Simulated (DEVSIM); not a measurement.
Structure: abrupt Si n-p junction, at 300 K.

```csv
layer (left to right),material,thickness (μm),Nd (cm⁻³),Na (cm⁻³),τn (s),τp (s)
1,Si,0.240,9.2e16,-,0.00027,0.00027
2,Si,9.00,-,1e15,0.00027,0.00027
```

Left contact: ohmic. Right contact: ohmic. Voltage is applied to the left contact. Recombination: SRH at mid-gap, radiative. Mobility is constant in doping. Where it depends on doping, it is μmin + (μ − μmin)/(1 + (N/Nref)^α).

The device is made up for the run: typed textbook-type constants, with dimensions and the other settings drawn at random. Values at 300 K; Nc and Nv go as T^1.5, mobilities as T to minus their exponent, the gap by Varshni's rule with the affinity fixed. The table also holds parameters that only a changed run uses.

| parameter | Si |
|---|---|
| gap (eV) | 1.124 |
| affinity (eV) | 4.05 |
| permittivity | 11.7 |
| Nc (cm⁻³) | 2.86e19 |
| Nv (cm⁻³) | 3.1e19 |
| μn (cm²/Vs) | 1417 |
| μp (cm²/Vs) | 470 |
| μn,min | 52 |
| μp,min | 45 |
| Nref,n | 9.7e16 |
| Nref,p | 2.2e17 |
| αn | 0.68 |
| αp | 0.72 |
| T exponent of μn | 2.3 |
| T exponent of μp | 2.2 |
| B (cm³/s) | 4.7e-15 |
| Cn (cm⁶/s) | 2.8e-31 |
| Cp (cm⁶/s) | 9.9e-32 |
| Varshni α (eV/K) | 0.000473 |
| Varshni β (K) | 636 |

Simulated with DEVSIM: 1D drift-diffusion, Boltzmann statistics, complete ionisation; no tunnelling, impact ionisation, image-force lowering or self-heating.

Base results: potential step across the device at zero bias (V) 0.708; dark forward voltage at 1 A/cm² (V) 0.541; dark forward voltage at 100 A/cm² (V) 0.747.

**Question.** What follows from this one change: thickness of layer 2 9 → 3.1 μm?

**Answer.** potential step across the device at zero bias little changed (0.708 V); dark forward voltage at 1 A/cm² 0.541 → 0.512 V; dark forward voltage at 100 A/cm² 0.747 → 0.667 V.

**Question.** What follows from this one change: thickness of layer 1 0.24 → 0.084 μm?

**Answer.** potential step across the device at zero bias little changed (0.708 V); dark forward voltage at 1 A/cm² 0.541 → 0.537 V; dark forward voltage at 100 A/cm² 0.747 → 0.776 V.
